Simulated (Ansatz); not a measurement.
A self-consistent single point of CuAs (P6_3/mmc, 4 atoms in the cell) with Ansatz (a first-principles code).

Level of theory: LDA (PW92), default PAW files made with PBE (plane waves; Ansatz).

```
CELL_PARAMETERS angstrom
      3.82971     0.00000     0.00000
     -1.91485     3.31663     0.00000
      0.00000     0.00000     4.96003
ATOMIC_POSITIONS crystal
  Cu 0.00000 0.00000 0.50000
  Cu 0.00000 0.00000 0.00000
  As 0.66667 0.33333 0.75000
  As 0.33333 0.66667 0.25000
```

Reference input (self-consistent single point, DFT, LDA (PW92), plane waves, default PAW files made with PBE): basis.ecutwfc = 420 eV; kpoints.mp_grid.grid = 13 13 9; hamiltonian.xc = lda; hamiltonian.pseudopotentials = {kind: paw} (the program's default PAW files); scf.occupations.method = cold; scf.occupations.width = 0.2 eV. This run's input differs from it in these lines:

Ansatz 0.2 input:
```diff
@@ -11,3 +11,3 @@
 basis:
-  ecutwfc: 420.0
+  ecutwfc: 840.0
 kpoints:
```

Log, with long lists cut:

```
SCF iter   1: F=—  HF=-22658.651915 eV  |F-HF|=—  |Δ(HF+E_count)|=         —  Δρ=1.32e-2  dr2=4.71e-2  ethr=1.77e-3  ⟨swp⟩=5.1  Hψ=13927  notcnv=0
all-band conjugate gradients solve this SCF's bands
preconditioner: auto → LDOS
SCF iter   2: F=—  HF=-22658.683311 eV  |F-HF|=—  |Δ(HF+E_count)|=   3.14e-2  S|Δr|=    0.00e0  Δρ=2.14e-2  dr2=1.56e-1  ethr=6.92e-5  ⟨swp⟩=2.0  Hψ=9245  notcnv=0  defer=183
   [... lines left out ...]
SCF iter   5: F=—  HF=-22658.638283 eV  |F-HF|=—  |Δ(HF+E_count)|=   1.09e-4  S|Δr|=    0.00e0  Δρ=3.73e-4  dr2=6.47e-5  ethr=6.98e-7  ⟨swp⟩=2.0  Hψ=6536  notcnv=0  defer=22
SCF iter   6: F=—  HF=-22658.638326 eV  |F-HF|=—  |Δ(HF+E_count)|=   4.37e-5  S|Δr|=    0.00e0  Δρ=4.18e-5  dr2=1.19e-6  ethr=9.51e-8  ⟨swp⟩=2.6  Hψ=6771  notcnv=0  defer=22
SCF iter   7: F=-22658.638326 eV  HF=-22658.638326 eV  |F-HF|=1.32e-9  |Δ(HF+E_count)|=   2.14e-7  S|Δr|=    0.00e0  Δρ=3.09e-6  dr2=3.17e-9  ethr=1.47e-10  ⟨swp⟩=6.5  Hψ=19233  notcnv=0
SCF 1 converged in 7 iterations: F = -22658.638326 eV  dr2 = 3.17e-9
Stability not checked (fill_not_monotonic)
Free energy (F): -22658.638326 eV
Internal energy: -22658.637668 eV  (E = F + TS)
E sigma→0 (E₀):  -22658.638107 eV
Entropy (-TS):   -0.000658 eV (-0.165 meV/atom)
Fermi energy:    13.401735 eV
--- Forces (eV/Å), atoms counted from 1 ---
  atom   1  Cu     0.00000000    -0.00000000     0.00000000
   [... zero for the other atoms too ...]
--- Stress (GPa, compression-positive) ---
       -5.046113       0.000000      -0.000000
        0.000000      -5.046113      -0.000000
       -0.000000      -0.000000      -6.271341
  P = ⅓ Tr σ = -5.4545 GPa (-54.545 kbar)
  The stress holds the Pulay correction. Without it, at fixed plane waves, as pw.x and ABINIT print it: P = -5.4555 GPa
```

The run converged in 7 iterations. Against the reference run the free energy drops by 1.8 meV/atom and the pressure hardly changes (-5.44 to -5.45 GPa).

The starting cell comes from a database of computed structures (which also holds hypothetical and non-ambient phases and stackings), without a prior relaxation at this level. Spin polarisation is off. Ansatz's pressure includes its estimate of the finite-basis (Pulay) stress. The run gives no clean gap (levels at the Fermi energy touch, overlap or are partly filled at this smearing), which alone does not show that the compound is a metal.

Cost on one core of a shared machine: roughly 30 s.
